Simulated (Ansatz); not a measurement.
# Harmonic thermodynamics of KCl in the rock salt structure

Per mole of formula units at the relaxed static volume; finite displacements on a 6×6×6 mesh, r2SCAN density-functional theory in Ansatz (plane waves, PAW), k mesh 6×6×6; sums on an interpolated 12×12×12 mesh.  Zero-point energy 4.21 kJ/mol.

```csv
T (K),F_vib (kJ/mol),S (J/mol/K),C_V (J/mol/K)
100,2.95,32.5,39.1
150,0.88,49.6,44.6
200,-1.94,62.8,46.8
250,-5.35,73.3,47.9
300,-9.24,82.1,48.5
400,(withheld),(withheld),(withheld)
600,-39.55,116.2,49.5
800,-64.28,130.4,49.7
1000,-91.51,141.5,49.7
```

Problem. Fill in the missing entries.

Solution. 
- 400, F_vib (kJ/mol): -18.19
- 400, S (J/mol/K): 96.2
- 400, C_V (J/mol/K): 49.1

The crystal is held in this phase throughout; melting and phase transitions are not modelled.

Ansatz is a first-principles code.
